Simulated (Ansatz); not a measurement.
Pressure series in LuBi

Base system: LuBi in the rock salt structure (space group Fm-3m, No. 225; a model cell, its experimental status unchecked).

```
LuBi
1.0
    0.00000     3.10040     3.10040
    3.10040     0.00000     3.10040
    3.10040     3.10040     0.00000
Bi Lu
1 1
Direct
  0.00000   0.00000   0.00000
  0.50000   0.50000   0.50000
```

Cell and atoms are relaxed at each pressure.

All numbers come from Ansatz (a first-principles code), r2SCAN, PAW, cutoff 500 eV, no spin-orbit coupling.

Notes on the quantities. enthalpy: H = E + PV relative to the base's energy.

| change | density | shortest interatomic distance | enthalpy |
|---|---|---|---|
| base | 10.70 g/cm³ | 5.859 bohr | – |
| pressure −2 GPa | 10.32 g/cm³ | 5.929 bohr | -0.38 eV/atom |
| pressure −1 GPa | 10.51 g/cm³ | 5.893 bohr | -0.19 eV/atom |
| pressure 0.3 GPa | 10.75 g/cm³ | 5.849 bohr | +0.06 eV/atom |
| pressure 0.7 GPa | 10.82 g/cm³ | 5.837 bohr | +0.13 eV/atom |
| pressure 1.5 GPa | 10.95 g/cm³ | 5.814 bohr | +0.28 eV/atom |
| pressure 3 GPa | 11.19 g/cm³ | 5.772 bohr | +0.55 eV/atom |
| pressure 5 GPa | 11.48 g/cm³ | 5.722 bohr | +0.90 eV/atom |
| pressure 7.5 GPa | 11.82 g/cm³ | 5.666 bohr | +1.32 eV/atom |
| pressure 10 GPa | 12.14 g/cm³ | 5.617 bohr | +1.74 eV/atom |

Load acts through the strain it causes; cell and atoms are relaxed under it. No phonon test of stability was made. Competing high-pressure phases were not computed.
